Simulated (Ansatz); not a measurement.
Start from Mo in the bcc (W type) structure (space group Im-3m, No. 229; a = 3.1510 Å; relaxed with 0.1 eV smearing). Axes: x, y, z lie along the cube axes.

All numbers come from r2SCAN, PAW, 500 eV (Ansatz, a program for electronic structure; scalar-relativistic without spin-orbit coupling).

Strains are applied to the cell and any free atomic positions relax.

One change was made to it. Results:

The pressure (mean of the normal stresses, compression positive) goes from zero to -7.4 GPa; the energy increases by 20 meV/atom.

Question: Which change produced these results?
A. uniaxial strain ε_zz = +3.00 %
B. uniaxial strain ε_zz = +2.00 %
C. uniaxial strain ε_zz = +1.50 %
D. uniaxial strain ε_zz = +0.50 %
E. uniaxial strain ε_zz = +1.00 %

Answer: A, uniaxial strain ε_zz = +3.00 %. For comparison, the energy relative to the base in the other runs: uniaxial strain ε_zz = +0.50 % gives +0.6 meV/atom; uniaxial strain ε_zz = +2.00 % gives +9.2 meV/atom; uniaxial strain ε_zz = +1.50 % gives +5.2 meV/atom; uniaxial strain ε_zz = +1.00 % gives +2.3 meV/atom.

Stability against distortions was not tested. The final runs are not spin-polarised.
